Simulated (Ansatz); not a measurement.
The reference is Ti3Al (space group P6_3/mmc, No. 194; a = 5.747 Å, c = 4.632 Å). Axes: x lies along a and z along c of the hexagonal cell.

Structures relaxed with r2SCAN/PAW in Ansatz (a first-principles code), no spin-orbit coupling, earlier PAW set.

Base:

Simulated powder pattern, Cu Kα, λ = 1.54184 Å (kinematic, ideal powder, no thermal factors, no anomalous dispersion; the 14 strongest lines at most, above 2 %, up to 2θ = 90°):

```json
[
 {"2θ (°)": "26.28", "I/Imax (%)": "6.5", "hkl": "(101)"},
 {"2θ (°)": "31.12", "I/Imax (%)": "2.2", "hkl": "(110)"},
 {"2θ (°)": "36.09", "I/Imax (%)": "25", "hkl": "(200)"},
 {"2θ (°)": "38.89", "I/Imax (%)": "27", "hkl": "(002)"},
 {"2θ (°)": "41.18", "I/Imax (%)": "100", "hkl": "(201)"},
 {"2θ (°)": "54.09", "I/Imax (%)": "14", "hkl": "(202)"},
 {"2θ (°)": "64.90", "I/Imax (%)": "15", "hkl": "(220)"},
 {"2θ (°)": "71.97", "I/Imax (%)": "16", "hkl": "(203)"},
 {"2θ (°)": "76.57", "I/Imax (%)": "2.2", "hkl": "(400)"},
 {"2θ (°)": "78.31", "I/Imax (%)": "17", "hkl": "(222)"},
 {"2θ (°)": "79.81", "I/Imax (%)": "12", "hkl": "(401)"},
 {"2θ (°)": "83.48", "I/Imax (%)": "2.4", "hkl": "(004)"},
 {"2θ (°)": "89.39", "I/Imax (%)": "3.0", "hkl": "(402)"}
]
```

After one change:

Simulated powder pattern, Cu Kα, λ = 1.54184 Å (kinematic, ideal powder, no thermal factors, no anomalous dispersion; the 14 strongest lines at most, above 2 %, up to 2θ = 90°):

```json
[
 {"2θ (°)": "26.15", "I/Imax (%)": "6.5"},
 {"2θ (°)": "30.97", "I/Imax (%)": "2.2"},
 {"2θ (°)": "35.91", "I/Imax (%)": "25"},
 {"2θ (°)": "38.69", "I/Imax (%)": "26"},
 {"2θ (°)": "40.97", "I/Imax (%)": "100"},
 {"2θ (°)": "53.81", "I/Imax (%)": "14"},
 {"2θ (°)": "64.54", "I/Imax (%)": "15"},
 {"2θ (°)": "71.57", "I/Imax (%)": "16"},
 {"2θ (°)": "76.12", "I/Imax (%)": "2.2"},
 {"2θ (°)": "77.85", "I/Imax (%)": "17"},
 {"2θ (°)": "79.34", "I/Imax (%)": "12"},
 {"2θ (°)": "82.98", "I/Imax (%)": "2.4"},
 {"2θ (°)": "88.83", "I/Imax (%)": "3.0"}
]
```

Which change produced these results?
A. isotropic strain +0.49 %
B. uniaxial strain ε_yy = −1.37 %
C. biaxial strain −1.35 %, plane normal [001], relaxed out of plane
D. uniaxial strain ε_zz = −1.46 %

A, isotropic strain +0.49 %. Its volume per atom is 16.81 Å³ against 16.56 Å³, and its space group is P6_3/mmc (No. 194).

Stability against distortions was not tested. All final runs are without spin polarisation.
